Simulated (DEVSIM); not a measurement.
Device: illuminated GaAs p-on-n cell, one wavelength, at 300 K.

Layer 1 from the left is GaAs, thickness (μm) 0.0590, Na (cm⁻³) 5e17, τn (s) 3.4e-10, τp (s) 4.8e-11, absorption coefficient (cm⁻¹) 11000. Layer 2 from the left is GaAs, thickness (μm) 1.20, Nd (cm⁻³) 2.3e17, τn (s) 2.8e-9, τp (s) 2.8e-9, absorption coefficient (cm⁻¹) 11000.

Left contact: ohmic, minority electron recombination velocity 700 cm/s. Right contact: ohmic, minority hole recombination velocity 900 cm/s. Voltage is applied to the left contact. Recombination: SRH at mid-gap, radiative, Auger. Light enters at the left, 9.6e16 photons cm⁻² s⁻¹, one pass, no reflection. Mobility is μmin + (μ − μmin)/(1 + (N/Nref)^α).

The device is made up for the run: typed textbook-type constants, with dimensions and the other settings drawn at random. Values at 300 K.

GaAs: gap (eV) 1.424, affinity (eV) 4.07, permittivity 12.9, Nc (cm⁻³) 4.7e17, Nv (cm⁻³) 9e18, μn (cm²/Vs) 8500, μp (cm²/Vs) 400, μn,min 500, μp,min 20, Nref,n 6e16, Nref,p 1.5e17, αn 0.39, αp 0.38, B (cm³/s) 2e-10, Cn (cm⁶/s) 1e-30, Cp (cm⁶/s) 1e-30.

DEVSIM, 1D drift-diffusion, Boltzmann statistics, complete ionisation; no tunnelling, impact ionisation, image-force lowering or self-heating.

Task: What does the simulation give for the fill factor, the open-circuit voltage, the short-circuit current?

Result: fill factor 0.81; open-circuit voltage 0.956 V; short-circuit current 9.56 mA/cm².
